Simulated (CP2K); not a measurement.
A self-consistent single point of IrPd3 (I4/mmm, 4 atoms in the cell) with CP2K.

Method: PBEsol, GPW, DZVP-MOLOPT-SR-GTH basis, GTH-PBE potentials (GTH_POTENTIALS) (CP2K).

```xyz
4
Lattice="4.7866 0.0000 0.0000 1.5453 4.5303 0.0000 -3.1660 -2.2652 2.7852" Properties=species:S:1:pos:R:3 pbc="T T T"
Pd     2.3933     0.0000     1.3926
Pd     0.7726     2.2652     1.3926
Pd     3.1660     2.2652     0.0000
Ir     0.0000     0.0000     0.0000
```

Reference input (self-consistent single point, DFT LDA (Pade form), GPW, DZVP-MOLOPT-SR-GTH basis, GTH-PADE potentials (GTH_POTENTIALS)): CUTOFF = 500 Ry; REL_CUTOFF = 50 Ry; SMEAR/METHOD = GAUSSIAN; SIGMA = 0.2 eV; KPOINTS/SCHEME = MONKHORST-PACK 8 8 8; GAMMA_CENTERED = T; XC_FUNCTIONAL = PADE; Pd/BASIS_SET = DZVP-MOLOPT-SR-GTH; Pd/POTENTIAL = GTH-PADE-q18; Ir/BASIS_SET = DZVP-MOLOPT-SR-GTH; Ir/POTENTIAL = GTH-PADE-q17; METHOD = GPW. This run's input differs from it in these lines:

```diff
@@ -44,3 +44,6 @@
     &XC
-      &XC_FUNCTIONAL PADE
+      &XC_FUNCTIONAL
+        &PBE
+          PARAMETRIZATION PBESOL
+        &END PBE
       &END XC_FUNCTIONAL
@@ -77,3 +80,3 @@
       BASIS_SET DZVP-MOLOPT-SR-GTH
-      POTENTIAL GTH-PADE-q18
+      POTENTIAL GTH-PBE-q18
     &END KIND
@@ -81,3 +84,3 @@
       BASIS_SET DZVP-MOLOPT-SR-GTH
-      POTENTIAL GTH-PADE-q17
+      POTENTIAL GTH-PBE-q17
     &END KIND
```

Output, abridged:

```
 SCF WAVEFUNCTION OPTIMIZATION

  Step     Update method      Time    Convergence         Total energy    Change
     1 NoMix/Diag. 0.30E+00      -     1.01388717      -487.5716790681 -4.88E+02
     2 Broy./Diag. 0.30E+00      -     0.33911347      -496.9718608185 -9.40E+00
     3 Broy./Diag. 0.30E+00      -     0.20148891      -491.3838578253  5.59E+00
     4 Broy./Diag. 0.30E+00      -     0.06122499      -488.2311123091  3.15E+00
     5 Broy./Diag. 0.30E+00      -     0.05147796      -487.5392930768  6.92E-01
     6 Broy./Diag. 0.30E+00      -     0.00631962      -486.5678364675  9.71E-01
   [... 9 lines left out ...]
    16 Broy./Diag. 0.30E+00      -     0.00000113      -486.7118126507 -2.17E-06
    17 Broy./Diag. 0.30E+00      -     0.00000020      -486.7118251586 -1.25E-05
    18 Broy./Diag. 0.30E+00      -     0.00000071      -486.7118255929 -4.34E-07
    19 Broy./Diag. 0.30E+00      -     0.00000007      -486.7118228272  2.77E-06
  *** SCF run converged in    19 steps ***

  Overlap energy of the core charge distribution:               0.00000000000080
  Self energy of the core charge distribution:               -828.62478266587141
  Core Hamiltonian energy:                                    193.00572497584983
  Hartree energy:                                             196.75743515826753
  Exchange-correlation energy:                                -47.84495946821158
  Smearing free energy correction:                             -0.00524082715694
  Fermi energy:                                                 0.55028049063331

  Total energy:                                              -486.71182282716597
  Total energy (extrapolated to sigma->0):                   -486.70920241358749

                     Mulliken Population Analysis

   [... lines left out ...]

 STRESS| Analytical stress tensor [bar]
 STRESS|                        x                   y                   z
 STRESS|      x       -9.68448366850E+04   1.03851896457E+02   2.13878877434E-01
 STRESS|      y        1.03851896457E+02  -9.69156895015E+04   1.80544052736E-01
 STRESS|      z        2.13878877434E-01   1.80544052736E-01  -9.69899327531E+04
 STRESS| 1/3 Trace                                            -9.69168196465E+04
```

The run converged in 19 iterations. Against the reference run the pressure goes from -21.86 to -9.69 GPa.

The starting cell comes from a database of computed structures (which also holds hypothetical and non-ambient phases and stackings), without a prior relaxation at this level. Spin polarisation is off. Values carry the incompleteness of an atom-centred basis. The potentials were made for another functional than the one used. With a pressure of about -10 GPa the cell is away from its equilibrium volume at this level.

Cost on one core of a shared machine: roughly 3 min.
